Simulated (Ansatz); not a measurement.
Seebeck coefficient (μV/K, mean over directions) of n-type LiBaF3 (Pm-3m) against carrier density, Ansatz (a first-principles code) with PBEsol, rigid bands. Computed gap 6.62 eV; densities at which minority carriers matter at this gap, or further valleys turn the trend, are left out. Conductivity mass 0.60 mₑ (harmonic mean over directions), N_c = 2.4e19 cm⁻³ at 300 K.

```
electron density  300 K  500 K
----------------  -----  -----
1e16 cm⁻³          -882   -949
1e17 cm⁻³          -683   -750
1e18 cm⁻³          -485   -552
3e18 cm⁻³          -391   -458
1e19 cm⁻³          -290   -355
3e19 cm⁻³             ?   -263
1e20 cm⁻³             ?      ?
3e20 cm⁻³           -63    -99
1e21 cm⁻³           -29    -49
```

Problem. What belongs in the gaps?

Solution. 
- 3e19 cm⁻³, 300 K: -202
- 1e20 cm⁻³, 300 K: -117
- 1e20 cm⁻³, 500 K: -170

Rigid bands with a gap fixed in temperature, one relaxation time for all states, no polarons or phonon drag, and whether or not such doping can be reached. Spin-orbit coupling is left out.

Computed structure with no diffraction record at hand here (it may be known, metastable or hypothetical): LiBaF3 (Pm-3m).
